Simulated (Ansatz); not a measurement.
Consider PbO$_{2}$ in the CdI2 type structure (space group P-3m1, No. 164; a = 3.3716 Å, c = 4.3606 Å; a hypothetical phase, not in the database extracts checked; layered, stacked along the Cartesian z axis). Axes: x lies along a and z along c of the hexagonal cell.

Level of theory: r2SCAN+rVV10 (Ansatz, an electronic-structure program, PAW, spin-orbit coupling left out).

The change: an isotropic linear strain of −2.43 %; the atoms relax in the strained cell.

Predict the stress tensor and what it implies for the stiffness.

Stress of the strained cell less that of the base (GPa, compression positive):
```
  10.37    0.00    0.00
   0.00   10.37    0.00
   0.00    0.00    2.98
```

Then B = −ΔP/(ΔV/V₀) with ΔV/V₀ = -0.0711 gives secant stiffness values (nonlinear terms included at this strain): B (at held cell shape, above the free-shape value) ≈ 111 GPa.

As a check, the harmonic strain energy −½ V₀ Δσ:ε is 26 meV/atom; the computed energy rise is 23 meV/atom.

Stability against distortions was not tested.
